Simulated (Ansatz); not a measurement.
**A computed series for Si: response to strain**

Consider Si in the diamond structure (space group Fd-3m, No. 227).

```xyz
2
Lattice="0.0000 2.7010 2.7010 2.7010 0.0000 2.7010 2.7010 2.7010 0.0000" Properties=species:S:1:pos:R:3 pbc="T T T"
Si     0.0000     0.0000     0.0000
Si     1.3505     1.3505     1.3505
```

Cartesian axes are those of the cell as printed.

Strains are applied to the cell and any free atomic positions relax; under biaxial strain the out-of-plane vector relaxes too.

Calculations: LDA, PAW, 420 eV (Ansatz, an electronic-structure program; no spin-orbit coupling).

Base values:

```
Property   Result
--------  -------
Band gap  0.45 eV
```

The aim is a band gap between 0.24 eV and 0.29 eV. Which of these changes reaches it?
A) biaxial strain +1.25 %, plane normal [111], relaxed out of plane
B) biaxial strain −2.50 %, plane normal [111], relaxed out of plane
C) biaxial strain +2.50 %, plane normal [111], relaxed out of plane

C, biaxial strain +2.50 %, plane normal [111], relaxed out of plane. It gives 0.27 eV; biaxial strain −2.50 %, plane normal [111], relaxed out of plane gives 0.16 eV; biaxial strain +1.25 %, plane normal [111], relaxed out of plane gives 0.36 eV. Changes not listed may reach it too

Stability against distortions was not tested. The zero or small gap of Si under biaxial strain −2.50 %, plane normal [111], relaxed out of plane and Si under biaxial strain +2.50 %, plane normal [111], relaxed out of plane can change with the level of theory.
